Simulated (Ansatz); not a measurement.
**CsCl-type CuZn**

Level of theory: r²SCAN (PAW; Ansatz, a quantum-chemistry and plane-wave program).

Settings: plane-wave cutoff 500 eV, 18×14×1 k mesh (along the axes of the cell as run), Fermi–Dirac smearing 0.1 eV, scalar-relativistic PAW data made under PBE.

Cell: relaxed at this level.

| Quantity | Value |
|---|---|
| surface energy of the (110) face | 1.37 J/m² |
| work function of the (110) face | 4.78 eV |

The slab of 12 atoms is relaxed and unreconstructed.

The computed numbers hold no vibrational or temperature effects.
